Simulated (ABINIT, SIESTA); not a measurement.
An ABINIT input for a self-consistent single point of GaTc (P1, 2 atoms in the cell) (DFT, PBEsol, plane waves, PAW (JTH v2.0 PBE PAW, files made for PBE)):

```
# GaTc, JTH v2.0 PBE PAW
pp_dirpath "./"
pseudos "Ga.GGA_PBE-JTH.xml, Tc.GGA_PBE-JTH.xml"
acell 2.8337120000 2.8337114986 4.0404190000 Angstrom
rprim
         1.0000000000    0.0000000000    0.0000000000
        -0.5000000885    0.8660253527    0.0000000000
         0.0000000000    0.0000000000    1.0000000000
natom 2
ntypat 2
znucl 31 43
typat 1 2
xred
         0.6643260000    0.3305700000    0.4914000000
         0.3356740000    0.6694300000    0.0086000000
ecut 20
pawecutdg 40
pawxcdev 0
ixc -116133
occopt 3
tsmear 0.00499791
nband 19
kptopt 1
ngkpt 11 11 7
nshiftk 1
shiftk 0 0 0
nstep 100
tolvrs 1.0e-12
prtwf 0
prtden 0
prtvol 1
enunit 2
```

Task: Give the SIESTA input for the same structure, mesh, smearing and functional.

Result: This is the input that was run; spellings and numerical settings could be chosen otherwise.

```
# files in the folder: Ga.psml Tc.psml (PseudoDojo PBEsol standard)
SystemName  GaTc
SystemLabel siesta

NumberOfAtoms                2
NumberOfSpecies              2
%block ChemicalSpeciesLabel
  1 31 Ga
  2 43 Tc
%endblock ChemicalSpeciesLabel
LatticeConstant              1.0 Bohr
%block LatticeVectors
     5.354939596    0.000000000    0.000000000
    -2.677469798    4.637512632    0.000000000
     0.000000000    0.000000000    7.635285339
%endblock LatticeVectors
AtomicCoordinatesFormat      Ang
%block AtomicCoordinatesAndAtomicSpecies
     1.414138470    0.811240598    1.985461897  1
     0.002717530    1.642825402    0.034747603  2
%endblock AtomicCoordinatesAndAtomicSpecies

XC.functional                GGA
XC.authors                   PBEsol
PAO.BasisSize                DZP
PAO.EnergyShift              0.005 Ry
MeshCutoff                   400 Ry
%block kgrid.MonkhorstPack
   11   0   0  0.0
    0  11   0  0.0
    0   0   7  0.0
%endblock kgrid.MonkhorstPack
OccupationFunction           FD
ElectronicTemperature        1578.21 K

MaxSCFIterations             150
SCF.Mixer.Method             Pulay
SCF.Mixer.Weight             0.2
SCF.Mixer.History            6
SCF.DM.Tolerance             1.0E-05
Diag.ParallelOverK           true
WriteForces                  true
```

Basis settings and potentials, where a program has them, do not carry over. This input uses DFT, GGA PBEsol, numerical atomic orbitals DZP, PseudoDojo PBEsol standard norm-conserving potentials (rewritten from UPF to PSML).

The starting cell comes from a database of computed structures (which also holds hypothetical and non-ambient phases and stackings), without a prior relaxation at this level. Its lattice was rescaled by a random factor within 2.5 % of one. For this run, on top of that: atoms moved at random.
